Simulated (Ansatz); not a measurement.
## A self-consistent single point of LiHF2 (R-3m, 4 atoms in the cell) with Ansatz

Level of theory: LDA (PW92), default PAW files made with PBE (plane waves; Ansatz, a first-principles code).

Input:

Ansatz 0.2 input:
```yaml
crystal:
  lattice:
    - [1.46698500, 0.84696400, 4.36669000]
    - [-1.46698500, 0.84696400, 4.36669000]
    - [0.00000000, -1.69392800, 4.36669000]
  atoms:
    - { symbol: Li, position_ang: [0.00000000, 0.00000000, 0.00000000] }
    - { symbol: H, position_ang: [0.00000000, 0.00000000, 6.55003500] }
    - { symbol: F, position_ang: [0.00000000, -0.00000000, 5.41435063] }
    - { symbol: F, position_ang: [-0.00000000, 0.00000000, 7.68571937] }
basis:
  ecutwfc: 420.0
kpoints:
  mp_grid: { grid: [9, 9, 9] }
hamiltonian:
  xc: lda
  pseudopotentials: { kind: paw }
scf:
  occupations: { method: gaussian, width: 0.01 }
output:
  forces: true
  eigenvalues: true
  stress: true
```

Output (repeated stretches shortened):

```
WARN ansatz: RAYON_NUM_THREADS=1 ignored (pool sized by the plan → 1); use --threads N
basis.fft_grid_basis auto: the FFT boxes are laid along the combinations [[1, 0, -1], [0, 1, -1], [0, 0, 1]] of the cell's own vectors, 2.934, 2.934 and 4.684 …
Pseudopotentials: kind: paw
Pseudopotential: Li, paw, valence charge 3
Pseudopotential: H, paw, valence charge 1
Pseudopotential: F, paw, valence charge 7
Crystal: 4 atoms, lattice volume = 32.553 Å³
Basis set: ecut = 420 eV, 645 PW (Γ), FFT grids on a1−a3, a2−a3, a3
Bands: 13, of which v1, the nominal top of the filled ones, is band 9 counted from 1 (8 counted from 0)
Symmetry: 12 space group operations
Space group: R-3m (ITA 166), of the structure as read, at distance tolerance 3.2e-5 Å
k-points: 85 of 729
PAW frozen core: F, regenerated for the run's functional, and the local potential with it
Initial density: superposition of atomic densities (neutral atoms: chi_scale 0, normalization atom), corrected by the library's trained network
Initial wavefunctions: pseudopotential atomic-orbital guess
Eigensolver: davidson
Functional: x = slater, c = lda
SCF iter   1: F=—  HF=-1808.794161 eV  |F-HF|=—  |Δ(HF+E_count)|=         —  Δρ=1.76e-2  dr2=7.03e-2  ethr=1.77e-3  ⟨swp⟩=5.0  Hψ=5644  notcnv=0
all-band conjugate gradients solve this SCF's bands
preconditioner: auto → none
SCF iter   2: F=—  HF=-1808.770875 eV  |F-HF|=—  |Δ(HF+E_count)|=   2.33e-2  Δρ=7.52e-3  dr2=6.82e-3  ethr=3.90e-4  ⟨swp⟩=2.6  Hψ=2711  notcnv=0
SCF iter   3: F=—  HF=-1808.767856 eV  |F-HF|=—  |Δ(HF+E_count)|=   3.02e-3  Δρ=1.76e-3  dr2=5.11e-4  ethr=3.79e-5  ⟨swp⟩=2.0  Hψ=1998  notcnv=0
SCF iter   4: F=—  HF=-1808.767491 eV  |F-HF|=—  |Δ(HF+E_count)|=   3.65e-4  Δρ=3.87e-4  dr2=2.77e-5  ethr=2.84e-6  ⟨swp⟩=2.0  Hψ=2176  notcnv=0
SCF iter   5: F=—  HF=-1808.767475 eV  |F-HF|=—  |Δ(HF+E_count)|=   1.61e-5  Δρ=6.37e-5  dr2=5.95e-7  ethr=1.54e-7  ⟨swp⟩=2.9  Hψ=1775  notcnv=0
SCF iter   6: F=-1808.767475 eV  HF=-1808.767475 eV  |F-HF|=2.88e-10  |Δ(HF+E_count)|=   2.54e-8  Δρ=4.81e-6  dr2=3.16e-9  ethr=5.56e-10  ⟨swp⟩=5.1  Hψ=4870  notcnv=0
SCF 1 converged in 6 iterations: F = -1808.767475 eV  dr2 = 3.16e-9
SCF converged after 6 iterations
Free energy (F): -1808.767475 eV
Harris-Foulkes:  -1808.767475 eV  (|F-HF|=2.88e-10)
Internal energy: -1808.767475 eV  (E = F + TS)
E sigma→0 (E₀):  -1808.767475 eV
Fermi energy:    2.906428 eV
--- Per-component energies (eV) ---
  E_band       = -199.421974
  E_kinetic    = 446.711913
  E_local      = -1350.852140  (includes V_loc(G=0)·N_el)
  E_nonlocal   = 120.417637
  E_hartree    = 479.366947
  E_xc         = -175.646706
  E_vxc        = -227.593532  (∫ρ·V_xc dr)
  E_paw        = -394.639942  (= ΣΔE_a)
  E_vpaw       = -146.843243  (= ΣTr[D̂ρ^β])
  E_aug_tail   = 0.003462  (compensation charges beyond the density's cutoff)
  E_ewald      = -934.355150
  E_core_change = 0.226503  (= ΣΔE_core)
  E_smearing   = -0.000000  (= −TS)
  E_closure    = -0.000000  (closes the sum)
  Σ components = -1808.767475   (vs F -1808.767475, Δ=0.00e0)
--- Forces (eV/Å), atoms counted from 1 ---
  atom   1  Li    -0.00000000     0.00000000     0.00000000
  atom   2  H     -0.00000000     0.00000000     0.00000000
  atom   3  F     -0.00000000    -0.00000000    -0.19087277
  atom   4  F      0.00000000     0.00000000     0.19087277
  max |Σ_I F_I| component: 2.78e-17 eV/Å
--- Stress (GPa, compression-positive) ---
       -2.181514       0.000000       0.000000
        0.000000      -2.181514      -0.000000
        0.000000      -0.000000      -1.649888
  P = ⅓ Tr σ = -2.0043 GPa (-20.043 kbar)
  The stress holds the Pulay correction. Without it, at fixed plane waves, as pw.x and ABINIT print it: P = -3.0834 GPa
--- Band table (eV; the first three rows and the last of 85) ---
  k-point 0: bands = ["-40.4369", "-21.9064", "-20.3807", "-6.9214", "-1.5432", "-1.5432", "-1.4324", "-1.3396", "-1.3396", "6.9494", "11.6363", "15.6764", "17.4240"]
  k-point 1: bands = ["-40.4327", "-21.8678", "-20.3619", "-6.8605", "-1.8870", "-1.5924", "-1.5671", "-1.3860", "-1.3750", "7.3307", "12.0354", "15.5196", "17.2067"]
  k-point 2: bands = ["-40.4220", "-21.7676", "-20.3147", "-6.7052", "-2.5955", "-1.9564", "-1.7099", "-1.5079", "-1.4764", "8.2569", "13.0314", "14.9501", "16.8068"]
  k-point 84: bands = ["-40.4325", "-21.6250", "-20.6995", "-5.7652", "-2.9930", "-2.0156", "-1.7972", "-1.2810", "-1.1655", "8.2057", "11.3340", "14.8238", "17.7172"]
```

The run converged in 6 iterations.

The starting cell comes from a database of computed structures (which also holds hypothetical and non-ambient phases and stackings), without a prior relaxation at this level. Ansatz's pressure includes its estimate of the finite-basis (Pulay) stress. Without the estimate this run gives -3.08 GPa.
